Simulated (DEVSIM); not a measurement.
System: Schottky contact on p-type Si, at 250 K.

Layer 1 from the left is Si, thickness (μm) 4.80, Na (cm⁻³) 3.9e15, τn (s) 6.4e-7, τp (s) 6.4e-7. Layer 2 from the left is Si, thickness (μm) 1.20, Na (cm⁻³) 1e18, τn (s) 6.4e-7, τp (s) 6.4e-7.

Left contact: Schottky, work function 4.434 eV, emission velocity 1.9e6 cm/s. Right contact: ohmic. Voltage is applied to the left contact. Recombination: SRH at mid-gap, Auger. Gap narrowing is on: ΔEg = 6.92 meV × (l + √(l² + 0.5)), l = ln(N/1.3e17 cm⁻³), shared equally by both band edges. Mobility is μmin + (μ − μmin)/(1 + (N/Nref)^α).

Constants are typed, rounded textbook-type inputs, not results; the design itself was drawn at random and stands for no fabricated device. Values at 300 K; Nc and Nv go as T^1.5, mobilities as T to minus their exponent, the gap by Varshni's rule with the affinity fixed.

Si: gap (eV) 1.124, affinity (eV) 4.05, permittivity 11.7, Nc (cm⁻³) 2.86e19, Nv (cm⁻³) 3.1e19, μn (cm²/Vs) 1417, μp (cm²/Vs) 470, μn,min 52, μp,min 45, Nref,n 9.7e16, Nref,p 2.2e17, αn 0.68, αp 0.72, T exponent of μn 2.3, T exponent of μp 2.2, Cn (cm⁶/s) 2.8e-31, Cp (cm⁶/s) 9.9e-32, Varshni α (eV/K) 0.000473, Varshni β (K) 636.

Model (solved in DEVSIM): 1D drift-diffusion, Boltzmann statistics, complete ionisation; no tunnelling, impact ionisation, image-force lowering or self-heating. Metal contacts follow the ideal Schottky-Mott rule: no Fermi-level pinning, no interface dipoles.

What does the simulation give for the dark forward voltage at 1 A/cm², the dark forward voltage at 100 A/cm², the potential step across the device at zero bias?

dark forward voltage at 1 A/cm² 0.419 V; dark forward voltage at 100 A/cm² 0.634 V; potential step across the device at zero bias 0.669 V.
